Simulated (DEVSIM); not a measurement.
Device: abrupt Ge p-n junction, at 250 K.

Layer 1 from the left is Ge, thickness (μm) 16.0, Na (cm⁻³) 2.2e17, τn (s) 9.5e-6, τp (s) 9.5e-6. Layer 2 from the left is Ge, thickness (μm) 2.30, Nd (cm⁻³) 1.4e16, τn (s) 9.5e-6, τp (s) 9.5e-6.

Left contact: ohmic. Right contact: ohmic. Voltage is applied to the left contact. Recombination: SRH at mid-gap, Auger. Mobility is constant in doping.

This is a model device: material constants are rounded textbook-type values typed into the input, and sizes, dopings and lifetimes were drawn at random. Values at 300 K; Nc and Nv go as T^1.5, mobilities as T to minus their exponent, the gap by Varshni's rule with the affinity fixed.

Ge: gap (eV) 0.664, affinity (eV) 4, permittivity 16, Nc (cm⁻³) 1.04e19, Nv (cm⁻³) 6e18, μn (cm²/Vs) 3900, μp (cm²/Vs) 1900, T exponent of μn 1.66, T exponent of μp 2.33, Cn (cm⁶/s) 1e-31, Cp (cm⁶/s) 1e-31, Varshni α (eV/K) 0.000477, Varshni β (K) 235.

Simulated with DEVSIM: 1D drift-diffusion, Boltzmann statistics, complete ionisation; no tunnelling, impact ionisation, image-force lowering or self-heating.

Dark forward current:

| |V| (V) | |J| (A/cm²) |
|---|---|
| 0.05 | 1.995e-5 |
| 0.10 | 0.0002213 |
| 0.15 | 0.002256 |
| 0.20 | 0.02281 |
| 0.25 | 0.2301 |
| 0.30 | 2.312 |
| 0.35 | 22.54 |
| 0.40 | 181.4 |
| 0.45 | 849.0 |
| 0.50 | 2302 |

Task: Work out the local ideality factor n = ΔV / (kT/q · ln(J2/J1)) between the rows 0.10 and 0.15 V, 0.45 and 0.50 V.

Result: kT/q = 21.54 mV. From 0.10 to 0.15 V: ln(0.002256/0.0002213) = 2.322, n = 1.00, near the 1 of diffusion or emission over a barrier. From 0.45 to 0.50 V: ln(2302/849.0) = 0.997, n = 2.33.

Task: Estimate the current at 0.20 V from the Shockley equation with J0 = Σ q ni² D/(N L) coth(W/L), τ joining the SRH, radiative and Auger lifetimes that are on, and W taken as the whole layer.

Result: ni² = 6.19e23 cm⁻⁶; electrons in the p layer: μ = 5280 cm²/Vs, D = 114 cm²/s, τ = 9.08e-6 s, L = 321 μm, W/L = 0.050, term 3.20e-8 A/cm²; holes in the n layer: μ = 2910 cm²/Vs, D = 62.6 cm²/s, τ = 9.50e-6 s, L = 244 μm, W/L = 0.0094, term 1.93e-6 A/cm². J0 = 1.96e-6 A/cm², and J = J0 exp(qV/kT) = 0.0211 A/cm². The simulation gives 0.0228 A/cm²; the estimate lies 7.5 % below. The estimate leaves out recombination in the depletion region and that region's share of W.
